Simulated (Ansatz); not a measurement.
Base system: C (space group I4/mmm, No. 139; a = 4.3564 Å, c = 2.4989 Å; a model cell, its experimental status unchecked). Axes: x, y, z lie along a, b, c of the conventional cell.

Perturbation: uniaxial stress, 0.5 GPa compression along x; all other stress components relax to zero.

Levels (all Ansatz, an electronic-structure program, PAW): PBEsol (420 eV, scalar-relativistic without spin-orbit coupling); r2SCAN (500 eV, scalar-relativistic without spin-orbit coupling); HSE06 (420 eV, no spin-orbit coupling).

One geometry, relaxed with PBEsol, under each level:

```csv
level,band gap,lowest conduction level above the VBM at special points,electron mass,pressure
PBEsol,2.27 eV,R 4.35 eV; T 4.37 eV; Γ 4.38 eV; U₀ 4.65 eV,"0.50 mₑ along k, 0.35 mₑ across (off the special points)",0.17 GPa
r2SCAN,2.65 eV,R 4.69 eV; T 4.70 eV; Γ 4.68 eV; U₀ 4.94 eV,"0.50 mₑ along k, 0.34 mₑ across (off the special points)",2.22 GPa
HSE06,3.50 eV,R 5.66 eV; T 5.68 eV; Γ 5.77 eV,–,–
```

Single points use the geometry relaxed with PBEsol. Their cutoffs differ, which shifts pressures a little. HSE06 was sampled on its mesh, a few special points and the semilocal edge points, so its gap is an upper bound. Load acts through the strain it causes; cell and atoms are relaxed under it. Masses are band curvatures over ±0.01 Å⁻¹ around the edge. Along k means along the line from Γ to the band edge. Beyond what the load breaks, stability against distortions was not tested. This is not the structure that C has at room temperature and ambient pressure. k-point labels follow each cell's own Brillouin zone.
